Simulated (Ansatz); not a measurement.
The cell is made up: elements placed on another compound's structure type, so the phase may be hypothetical.

Inside the gap of an insulator the Bloch states are evanescent, with a wavenumber k + iκ along the transport direction.

Here is the system:

```yaml
crystal:
  lattice:
    - [6.98763, 0.00000, 0.00000]
    - [0.00000, 9.88201, 0.00000]
    - [0.00000, 4.94100, 4.94100]
  atoms:
    - { symbol: Zn, position: [0.50000, 0.75000, 0.25000] }
    - { symbol: Zn, position: [0.00000, 0.50000, 0.75000] }
    - { symbol: Zn, position: [0.00000, 0.50000, 0.25000] }
    - { symbol: Zn, position: [0.50000, 0.25000, 0.75000] }
    - { symbol: Zn, position: [0.25000, 0.00000, 0.50000] }
    - { symbol: Zn, position: [0.75000, 0.00000, 0.50000] }
    - { symbol: Se, position: [0.00000, 0.75000, 0.75000] }
    - { symbol: Se, position: [0.50000, 0.00000, 0.25000] }
    - { symbol: Se, position: [0.50000, 0.00000, 0.75000] }
    - { symbol: Se, position: [0.00000, 0.25000, 0.25000] }
    - { symbol: Se, position: [0.25000, 0.50000, 0.50000] }
    - { symbol: Se, position: [0.75000, 0.50000, 0.50000] }
```

Space group of this cell: Pm-3n. The cell was relaxed by PBE-D3(BJ).

Transport runs along the normal of the first two printed cell vectors.

No gap correction and no spin-orbit coupling; mid-gap values are interpolated between computed energies.

Task: Compute, with r2SCAN (Ansatz, a program for electronic structure), the band gap and the smallest decay constant κ at mid-gap.

Result: Gap 1.77 eV on a 6×6×6 mesh; κ = 0.127 1/Å, at the zone centre.
